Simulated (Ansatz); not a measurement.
We consider fluorite PbF2 (high-temperature phase), described by r²SCANh in Ansatz (PAW).

Run with plane-wave cutoff 520 eV, 8×8×8 k mesh, Fermi–Dirac smearing 0.01 eV, scalar-relativistic PAW data made under PBE.

Pressure at four volumes; x = ln(V/17.191 Å³). One pressure is withheld.

```tsv
V (Å³/atom)	x	P (GPa)
16.368	-0.0491	?
16.798	-0.0231	2.09
17.191	0.0000	0.17
18.091	0.0510	-3.40
```

Q: Pass a parabola P(x) through the three rows shown, estimate the bulk modulus and its pressure derivative near zero pressure, and predict the withheld pressure.

A: Slopes between the rows: (0.17 − (2.09))/(0.0000 − (-0.0231)) = -83.12 and (-3.40 − (0.17))/(0.0510 − (0.0000)) = -70.00 GPa. Their difference over the span 0.0741 is c = 13.12/0.0741 = 177.1 GPa, so P(x) = 2.09 + (-83.12)(x − (-0.0231)) + 177.1 (x − (-0.0231))(x − (0.0000)). At the middle row B = −dP/dx = −[-83.12 + 177.1 × 0.0231] = 79.0 GPa, and B′ = dB/dP = 2c/B = 4.5. At x = -0.0491 the parabola gives 4.48 GPa; the run gives 4.52 GPa. The Birch–Murnaghan fit to the energies at all volumes has B0 = 78.0 GPa and B′ = 4.6.

Measured, for comparison: bulk modulus 64 GPa (temperature not stated, not corrected to a static lattice; as tabulated in Cadelano and Cappellini (2011), arXiv:1107.5962). Computed (rounded) less measured: bulk modulus +22 %.

Spin–orbit coupling is not included; it can shift volumes and moduli of such heavy elements.

Ansatz is a program for electronic structure.
